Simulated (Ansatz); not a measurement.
**A computed series for W: response to strain**

Base system: W in the bcc (W type) structure (space group Im-3m, No. 229; a = 3.1688 Å; relaxed with 0.1 eV smearing). Axes: x, y, z lie along the cube axes.

Strains are applied to the cell and any free atomic positions relax; under biaxial strain the out-of-plane vector relaxes too.

Level of theory: r2SCAN/PAW in Ansatz (a quantum-chemistry and plane-wave program), no spin-orbit coupling.

Notes on the quantities. energy relative to the base: free energy F; pressure: mean of the normal stresses, compression positive.

```csv
variant,energy relative to the base,pressure,volume per atom,space group
base,0 meV/atom,0.0 GPa,15.91 Å³,Im-3m (No. 229)
"biaxial strain −4.64 %, plane normal [001], relaxed out of plane",+137 meV/atom,20.2 GPa,15.09 Å³,I4/mmm (No. 139)
"biaxial strain −3.42 %, plane normal [001], relaxed out of plane",+74 meV/atom,14.8 GPa,15.27 Å³,I4/mmm (No. 139)
"biaxial strain −3.08 %, plane normal [001], relaxed out of plane",+59 meV/atom,13.3 GPa,15.33 Å³,I4/mmm (No. 139)
"biaxial strain +0.94 %, plane normal [001], relaxed out of plane",+5.2 meV/atom,-3.7 GPa,16.10 Å³,I4/mmm (No. 139)
"biaxial strain +4.55 %, plane normal [001], relaxed out of plane",+113 meV/atom,-15.6 GPa,16.86 Å³,I4/mmm (No. 139)
uniaxial strain ε_yy = +2.84 %,+21 meV/atom,-8.3 GPa,16.36 Å³,I4/mmm (No. 139)
uniaxial strain ε_zz = +5.02 %,+61 meV/atom,-13.8 GPa,16.71 Å³,I4/mmm (No. 139)
uniaxial strain ε_zz = +5.38 %,+70 meV/atom,-14.6 GPa,16.77 Å³,I4/mmm (No. 139)
tensor shear ε_xz = +2.32 %,+16 meV/atom,0.5 GPa,15.90 Å³,Fmmm (No. 69)
```

No phonon test of stability was made. The final runs are not spin-polarised.
